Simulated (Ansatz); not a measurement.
Given:

```xyz
2
Lattice="3.2516 0.0000 0.0000 -1.6258 2.8160 0.0000 0.0000 0.0000 5.0823" Properties=species:S:1:pos:R:3 pbc="T T T"
Sc     1.6258     0.9387     3.8117
Sc     0.0000     1.8773     1.2706
```

No spin polarisation.

All numbers come from PBE (Ansatz, a first-principles code; PAW; 420 eV plane waves; no spin-orbit coupling). k-mesh 20×20×11 (Γ-centred); smearing 0.1 eV (Fermi–Dirac).

Predict the space group, band gap and pressure.

The space group comes out as P6_3/mmc (No. 194) and the band gap comes out as zero. The pressure (mean of the normal stresses, compression positive) comes out as 3.6 GPa.

The cells carry an imposed strain or load. Whether these cells are dynamically stable was not tested. The final runs are not spin-polarised. The cell was made from Sc in the hcp (Mg type) structure (space group P6_3/mmc, No. 194) by this change: isotropic strain −2.00 %.
